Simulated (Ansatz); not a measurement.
## Defect calculation: Si on the C site in 6H silicon carbide

All values below come from PBE, PAW (plane waves to 420 eV; Ansatz, a quantum-chemistry and plane-wave program). The supercell holds 144 host sites (3×2×1 repeats of a cell of 24 atoms), with a 2×2×1 shifted k-point sampling for the final energies. Site at the start: the C(h) site. A cell of this size leaves errors of a few tenths of an eV. PBE underestimates the host's gap, which shifts levels and can delocalise carriers. Spin–orbit coupling is left out. Each state is the lowest found from its start.

Formation energies E_f are those of the neutral cell. Chemical conditions: C-rich (Δμ(C) = 0.00 eV, Δμ(Si) = -0.41 eV; only phases computed here count, gases as isolated molecules at 0 K); Si-rich (Δμ(C) = -0.41 eV, Δμ(Si) = 0.00 eV; only phases computed here count, gases as isolated molecules at 0 K). Reference phases: C: graphite, Si: silicon.

```tsv
charge	moment (μB)	largest move off a lattice site (Å)	E_f, C-rich (eV)	E_f, Si-rich (eV)	above the lowest spin state (eV)
+2	not spin-polarised	0.32	–	–	0.00
+2	0.0	0.32	–	–	0.00
+1	1.0	0.30	–	–	0.00
0	not spin-polarised	0.28	4.30	3.49	0.00
−1†	fractional	0.29	–	–	0.00
```

† Not settled in this cell, so no level is given: charge −1: fractional moment.

Starting moments that weren't kept: charge +2 began with 2 μB and ended with 0.0.

No other site or start that was run ended lower by more than 0.1 eV.
